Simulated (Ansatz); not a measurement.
Ansatz (a first-principles code) run on SnO (P4mm, 4 atoms in the cell): self-consistent single point.

Method of the run: PBEsol, default PAW files made with PBE (plane waves; Ansatz).

```
SnO
1.0
    3.78100     0.00000     0.00000
    0.00000     3.78100     0.00000
    0.00000     0.00000     4.81580
Sn O
2 2
Direct
  0.50000   0.00000   0.77238
  0.00000   0.50000   0.23800
  0.50000   0.50000   0.00000
  0.00000   0.00000   0.00000
```

Reference input (self-consistent single point, DFT, PBEsol, plane waves, default PAW files made with PBE): basis.ecutwfc = 420 eV; kpoints.mp_grid.grid = 7 7 5; hamiltonian.xc = pbesol; hamiltonian.pseudopotentials = {kind: paw} (the program's default PAW files); scf.occupations.method = fermi_dirac; scf.occupations.width = 0.02 eV. This run's input differs from it in these lines:

Ansatz 0.2 input:
```diff
@@ -13,3 +13,3 @@
 kpoints:
-  mp_grid: { grid: [7, 7, 5] }
+  mp_grid: { grid: [5, 5, 4], shift: [0.5, 0.5, 0.5] }
 hamiltonian:
```

The program printed (abridged):

```
SCF iter   1: F=—  HF=-13021.404227 eV  |F-HF|=—  |Δ(HF+E_count)|=         —  Δρ=1.32e-2  dr2=9.73e-2  ethr=1.77e-3  ⟨swp⟩=6.1  Hψ=1306  notcnv=0
all-band conjugate gradients solve this SCF's bands
preconditioner: auto → Resta (q_TF=auto, 2.492 Å⁻¹)
SCF iter   2: F=—  HF=-13021.382525 eV  |F-HF|=—  |Δ(HF+E_count)|=   2.17e-2  Δρ=3.99e-3  dr2=1.04e-2  ethr=2.43e-4  ⟨swp⟩=2.1  Hψ=536  notcnv=0
   [... lines left out ...]
SCF iter   4: F=—  HF=-13021.380270 eV  |F-HF|=—  |Δ(HF+E_count)|=   5.99e-5  Δρ=2.52e-4  dr2=4.91e-5  ethr=2.12e-6  ⟨swp⟩=2.2  Hψ=556  notcnv=0
SCF iter   5: F=—  HF=-13021.380289 eV  |F-HF|=—  |Δ(HF+E_count)|=   1.92e-5  Δρ=5.30e-5  dr2=2.86e-6  ethr=1.23e-7  ⟨swp⟩=2.3  Hψ=423  notcnv=0
SCF iter   6: F=—  HF=-13021.380291 eV  |F-HF|=—  |Δ(HF+E_count)|=   1.71e-6  Δρ=1.46e-5  dr2=1.38e-7  ethr=7.16e-9  ⟨swp⟩=2.2  Hψ=405  notcnv=0
SCF iter   7: F=-13021.380291 eV  HF=-13021.380291 eV  |F-HF|=9.96e-9  |Δ(HF+E_count)|=   1.25e-7  Δρ=4.71e-6  dr2=1.47e-8  ethr=2.50e-10  ⟨swp⟩=6.0  Hψ=1235  notcnv=0
SCF 1 converged in 7 iterations: F = -13021.380291 eV  dr2 = 1.47e-8
Free energy (F): -13021.380291 eV
Internal energy: -13021.380290 eV  (E = F + TS)
E sigma→0 (E₀):  -13021.380290 eV
Entropy (-TS):   -0.000001 eV (-0.000 meV/atom)
Fermi energy:    10.272692 eV
--- Forces (eV/Å), atoms counted from 1 ---
  atom   1  Sn     0.00000000     0.00000000    -0.99622424
  atom   2  Sn    -0.00000000     0.00000000     0.61229777
  atom   3  O      0.00000000     0.00000000     0.19196058
  atom   4  O      0.00000000     0.00000000     0.19196058
--- Stress (GPa, compression-positive) ---
        3.485383       0.000000       0.000000
        0.000000       3.485383       0.000000
        0.000000       0.000000       3.133595
  P = ⅓ Tr σ = 3.3681 GPa (33.681 kbar)
  The stress holds the Pulay correction. Without it, at fixed plane waves, as pw.x and ABINIT print it: P = 2.8531 GPa
```

The run converged in 7 iterations. Against the reference run the free energy is nearly the same (within 1 meV/atom), the pressure moves little (3.39 to 3.37 GPa), the largest force stays at 0.996 eV/Å and the gap on the mesh goes from 0.352 to 0.447 eV.

The starting cell has typed, rounded lattice constants, without a prior relaxation at this level. Its lattice was rescaled by up to half a per cent. One atom was moved a little off its site on purpose. Ansatz's pressure includes its estimate of the finite-basis (Pulay) stress. Without the estimate this run gives 2.85 GPa. Another mesh or the band path of this cell gives a smaller gap, so this value is not converged in the mesh.
